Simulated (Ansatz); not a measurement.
**Ge, pressure series**

The parent structure is Ge in the diamond structure (space group Fd-3m, No. 227).

```yaml
crystal:
  lattice:
    - [0.00000, 2.83635, 2.83635]
    - [2.83635, 0.00000, 2.83635]
    - [2.83635, 2.83635, 0.00000]
  atoms:
    - { symbol: Ge, position: [0.50000, 0.50000, 0.50000] }
    - { symbol: Ge, position: [0.75000, 0.75000, 0.75000] }
```

Cell and atoms are relaxed at each pressure.

Calculations: DFT with r2SCAN, PAW potentials and a 500 eV plane-wave cutoff in Ansatz (a quantum-chemistry and plane-wave program), no SOC, earlier PAW set.

Candidates:
(a) pressure 18 GPa
(b) pressure 1.8 GPa
(c) pressure 4.2 GPa

Base values:

| Item | Result |
|---|---|
| Smallest direct gap | 0.37 eV |

### Question
Order them by smallest direct gap, highest first.

### Answer
(a) pressure 18 GPa (2.09 eV), (c) pressure 4.2 GPa (0.88 eV), (b) pressure 1.8 GPa (0.60 eV)

Load acts through the strain it causes; cell and atoms are relaxed under it. No phonon test of stability was made. The real Ge has an indirect gap at ambient pressure; r2SCAN orders its close-lying valleys differently. Measured, Ge leaves this structure (for the β-tin structure) near 10.6 GPa (room temperature; as listed in arXiv:1906.07825).
